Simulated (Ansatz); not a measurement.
```xyz
62
Lattice="3.0971 0.0002 0.0141 3.0985 8.7491 -0.4345 0.6459 2.5866 27.1393" Properties=species:S:1:pos:R:3 pbc="T T T"
C      0.6892     0.1689     0.8241
C      3.6550     4.5460     0.6116
C      2.1699     2.4426     2.2105
C      5.2575     6.8163     2.0026
C      0.6031     0.3252     3.8752
C      3.7117     4.6996     3.6657
C      2.1501     2.5918     5.3070
C      5.2481     6.9665     5.0995
C      0.5944     0.4830     6.9626
C      3.6917     4.8588     6.7530
C      2.1359     2.7519     8.4016
C      5.2336     7.1246     8.1996
C      3.6783     9.3917     9.6141
C      3.6777     5.0180     9.8440
C      2.1217     2.9052    11.4974
C      5.2194     7.2908    11.3068
C      3.6644     9.5459    12.6964
C      3.6636     5.2055    12.9027
C      2.1084     3.1219    14.5183
C      2.1074     7.4000    14.4276
Si     3.7173     7.8978     1.9604
Si     3.7104     3.5254     2.1829
Si     2.2196     1.2754     0.7111
Si     2.1254     5.6522     0.4853
Si     3.6987     8.0601     5.0421
Si     3.6998     3.6859     5.2664
Si     2.1541     1.4145     3.8190
Si     2.1612     5.7886     3.5967
Si     3.6853     8.2181     8.1318
Si     3.6846     3.8458     8.3556
Si     2.1430     1.5768     6.9139
Si     2.1433     5.9517     6.6935
Si     3.6712     8.3768    11.2157
Si     3.6704     3.9998    11.4410
Si     2.1286     1.7355    10.0052
Si     2.1292     6.1123     9.7964
Si     3.6567     8.4896    14.2676
Si     3.6572     4.1876    14.4629
Si     2.1147     1.8849    13.1054
Si     2.1149     6.2710    12.9104
Mo     3.6390     8.2467    18.1803
Mo     2.0892     4.0374    18.4254
Mo     6.7065     9.6867    21.0642
Mo     5.1874     5.3054    21.3316
Mo     6.6002    11.0351    23.9685
Mo     5.2677     6.6627    24.1908
Si     2.0979     2.6501    16.3555
Si     5.1958     7.0680    16.4033
Si     3.6458     5.0727    16.6906
Si     3.6467     9.6748    16.2312
Si     3.6252     3.3662    20.3454
Si     5.1811     7.7879    20.1503
Si     3.6390     5.8918    19.3178
Si     5.1807    10.2399    18.8094
Si     3.6415     4.7488    23.3302
Si     5.1372     9.1449    23.0768
Si     3.6601     7.2223    22.1717
Si     2.0312     2.8436    22.3666
Si     2.2276     4.2656    25.4472
Si     3.9183     6.1570    26.1623
Si     3.4234     8.6463    25.2212
Si     1.7328     1.7820    26.3764
```

The first 40 atoms are the substrate (SiC-3C), the rest the film (MoSi2).

Level of theory: PBE (plane waves to 420 eV, PAW; Ansatz, an electronic-structure program). No spin–orbit coupling; the runs are not spin-polarised; PBE gaps are too small against experiment. Its k-point mesh 9×3×1, Fermi–Dirac width 0.05 eV.

### Question
Describe the bonding at the interfaces and give the barriers.

### Answer
A periodic stack without vacuum, tetragonal MoSi2 (1 0 1) on 3C silicon carbide (1 1 0) (film strained to the substrate, started from cuts of the bulks and a machine-learned relaxation; slabs C20Si20 and Mo6Si16, which can lie off the formulas): substrate slab C20Si20, film Mo6Si16, surface cells [[0, -1], [2, -1]] and [[-2, -1], [-2, -2]], film strained by -3.7 and +3.0 %, outermost planes CSi/CSi and Si/Si as cut, which need not be the usual terminations and can put a slab off its formula.
- interface area: 27.1 Å²
- period: 27.23 Å
- heights between the nearest atoms of the two slabs at the two interfaces: 1.68 and 1.57 Å
- C–Si contacts across the interfaces within 1.22 times the sum of covalent radii: 4, mean 1.92 Å
- Si–Si contacts across the interfaces within 1.22 times the sum of covalent radii: 4, mean 2.43 Å
- hole barrier (PBE, at the middle of a substrate layer that carries a field): 1.09 eV
- electron barrier (PBE, at the middle of a substrate layer that carries a field): 0.28 eV
- slope of the mean potential energy in the substrate: +2.8 MV/cm × e
